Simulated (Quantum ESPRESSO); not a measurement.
Worked example: self-consistent single point of BaZrO3 (Pm-3m, 5 atoms in the cell) in Quantum ESPRESSO.

Method: PBE+U, GBRV 1.5 ultrasoft (PBE) pseudopotentials (plane waves; Quantum ESPRESSO).

```
BaZrO3
1.0
    4.14626     0.00000     0.00000
    0.00000     4.14626     0.00000
    0.00000     0.00000     4.14626
Ba Zr O
1 1 3
Direct
  0.00000   0.00000   0.00000
  0.50000   0.50000   0.50000
  0.50000   0.00000   0.50000
  0.00000   0.50000   0.50000
  0.50000   0.50000   0.00000
```

Reference input (self-consistent single point, DFT, PBE, plane waves, GBRV 1.5 ultrasoft (PBE) pseudopotentials): ecutwfc = 40 Ry; ecutrho = 320 Ry; occupations = fixed; potentials = {Ba: ba_pbe_v1.uspp.F.UPF, Zr: zr_pbe_v1.uspp.F.UPF, O: o_pbe_v1.2.uspp.F.UPF}; K_POINTS = automatic 8 8 8 0 0 0; nbnd = 22; conv_thr = 1e-11 Ry. This run's input differs from it in these lines:

```diff
@@ -36,2 +36,4 @@
    0.0000000000     0.0000000000     4.1462550000
+HUBBARD {ortho-atomic}
+U Zr-4d 3
```

Log, with long lists cut:

```
     Self-consistent Calculation

     iteration #  1     ecut=    40.00 Ry     beta= 0.70

     =================== HUBBARD OCCUPATIONS ===================
     ------------------------ ATOM    2 ------------------------
     Tr[ns(  2)] =   1.37403
     eigenvalues:
       0.097  0.097  0.097  0.199  0.199

     Number of occupied Hubbard levels =    1.3740

     negative rho (up, down):  1.551E-01 0.000E+00

     total energy              =    -266.02967750 Ry
     estimated scf accuracy    <       1.72778800 Ry

     iteration #  2     ecut=    40.00 Ry     beta= 0.70

     negative rho (up, down):  1.538E-01 0.000E+00

   [... lines left out ...]
     estimated scf accuracy    <       3.62519297 Ry

     iteration #  3     ecut=    40.00 Ry     beta= 0.70

     negative rho (up, down):  1.536E-01 0.000E+00

     total energy              =    -266.88914924 Ry
     estimated scf accuracy    <       0.01316981 Ry

   [... 9 blocks of this kind left out ...]

     iteration # 13     ecut=    40.00 Ry     beta= 0.70

     negative rho (up, down):  1.549E-01 0.000E+00

     total energy              =    -266.90393867 Ry
     estimated scf accuracy    <          7.0E-11 Ry

     iteration # 14     ecut=    40.00 Ry     beta= 0.70

     negative rho (up, down):  1.549E-01 0.000E+00
     End of self-consistent calculation

     =================== HUBBARD OCCUPATIONS ===================
     ------------------------ ATOM    2 ------------------------
     Tr[ns(  2)] =   2.13407
     eigenvalues:
       0.166  0.166  0.166  0.285  0.285

     Number of occupied Hubbard levels =    2.1341

     highest occupied, lowest unoccupied level (ev):    10.5174   14.3162

!    total energy              =    -266.90393867 Ry
     estimated scf accuracy    <          2.2E-13 Ry

     Hubbard energy            =       0.18133740 Ry

     convergence has been achieved in  14 iterations

     negative rho (up, down):  1.549E-01 0.000E+00

     Forces acting on atoms (cartesian axes, Ry/au):

     atom    1 type  1   force =     0.00000000    0.00000000    0.00000000
   [... zero for the other atoms too ...]

     Total force =     0.000000     Total SCF correction =     0.000000

     negative rho (up, down):  1.549E-01 0.000E+00
          total   stress  (Ry/bohr**3)                   (kbar)     P=      117.73
   0.00080029   0.00000000   0.00000000          117.73        0.00        0.00
   0.00000000   0.00080029   0.00000000            0.00      117.73        0.00
   0.00000000   0.00000000   0.00080029            0.00        0.00      117.73

   JOB DONE.
```

The run converged in 14 iterations. Against the reference run the pressure goes from 10.44 to 11.77 GPa and the gap on the mesh goes from 3.308 to 3.799 eV. The full log also holds: “c_bands:  1 eigenvalues not converged”.

The starting cell comes from a database of computed structures (which also holds hypothetical and non-ambient phases and stackings), without a prior relaxation at this level. Its lattice was rescaled by a random factor within 2.5 % of one. Spin polarisation is off. The U value is a test value, and with U on an open shell several self-consistent states can exist. With a pressure of about 12 GPa the cell is away from its equilibrium volume at this level.

Cost on one core of a shared machine: roughly 70 s.
